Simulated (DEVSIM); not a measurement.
Structure: illuminated InP p-on-n cell, one wavelength, at 400 K.

Layer 1 from the left is InP, thickness (μm) 0.420, Na (cm⁻³) 2.2e18, τn (s) 2e-9, τp (s) 1.3e-8, absorption coefficient (cm⁻¹) 99000. Layer 2 from the left is InP, thickness (μm) 5.30, Nd (cm⁻³) 1.7e15, τn (s) 3.4e-8, τp (s) 3.4e-8, absorption coefficient (cm⁻¹) 99000.

Left contact: ohmic, minority electron recombination velocity 20 cm/s. Right contact: ohmic, minority hole recombination velocity 500 cm/s. Voltage is applied to the left contact. Recombination: SRH at mid-gap, radiative, Auger. Light enters at the left, 1.2e17 photons cm⁻² s⁻¹, one pass, no reflection. Mobility is μmin + (μ − μmin)/(1 + (N/Nref)^α).

This is a model device: material constants are rounded textbook-type values typed into the input, and sizes, dopings and lifetimes were drawn at random. Values at 300 K; Nc and Nv go as T^1.5, mobilities as T to minus their exponent, the gap by Varshni's rule with the affinity fixed.

InP: gap (eV) 1.344, affinity (eV) 4.38, permittivity 12.5, Nc (cm⁻³) 5.7e17, Nv (cm⁻³) 1.1e19, μn (cm²/Vs) 5200, μp (cm²/Vs) 170, μn,min 400, μp,min 10, Nref,n 3e17, Nref,p 4.9e17, αn 0.47, αp 0.62, T exponent of μn 2, T exponent of μp 2, B (cm³/s) 1.2e-10, Cn (cm⁶/s) 9e-31, Cp (cm⁶/s) 9e-31, Varshni α (eV/K) 0.000363, Varshni β (K) 162.

DEVSIM, 1D drift-diffusion, Boltzmann statistics, complete ionisation; no tunnelling, impact ionisation, image-force lowering or self-heating.

Dark forward current:

```csv
|V| (V),|J| (A/cm²)
0.05,5.267e-7
0.10,1.579e-6
0.15,3.822e-6
0.20,8.735e-6
0.25,1.972e-5
0.30,4.490e-5
0.35,0.0001048
0.40,0.0002556
0.45,0.0006648
0.50,0.001880
0.55,0.005838
0.60,0.01973
0.65,0.07045
0.70,0.2508
0.75,0.8056
0.80,2.165
0.85,5.148
0.90,11.95
0.95,28.34
1.00,69.32
1.05,173.9
1.10,443.7
1.15,1126
1.20,2701
```

### Question
Work out the local ideality factor n = ΔV / (kT/q · ln(J2/J1)) between the rows 0.15 and 0.20 V, 0.60 and 0.65 V, 1.15 and 1.20 V.

### Answer
kT/q = 34.47 mV. From 0.15 to 0.20 V: ln(8.735e-6/3.822e-6) = 0.827, n = 1.75. From 0.60 to 0.65 V: ln(0.07045/0.01973) = 1.273, n = 1.14. From 1.15 to 1.20 V: ln(2701/1126) = 0.875, n = 1.66.

### Question
What current could the absorbed light give at most, and what share is collected?

### Answer
Σ αd = 56.6, so qΦ(1 − exp(−Σ αd)) = 19.2 mA/cm². The simulated short-circuit current is 18.84 mA/cm², a share of 0.98.

### Question
Estimate the open-circuit voltage by superposition: the voltage at which the dark current equals that short-circuit current.

### Answer
Interpolating ln J in the table gives 0.598 V. The simulation gives 0.598 V, the same within the digits that matter. Superposition holds where collection doesn't change with voltage.

### Question
Estimate the fill factor from FF0 = (v − ln(v + 0.72))/(v + 1), v = qVoc/(nkT), with n from the dark curve.

### Answer
The rows about Voc, 0.55 and 0.60 V, give n = 1.19, so v = 14.6 and FF0 = 0.761. The simulation gives 0.754, the same within the digits that matter.
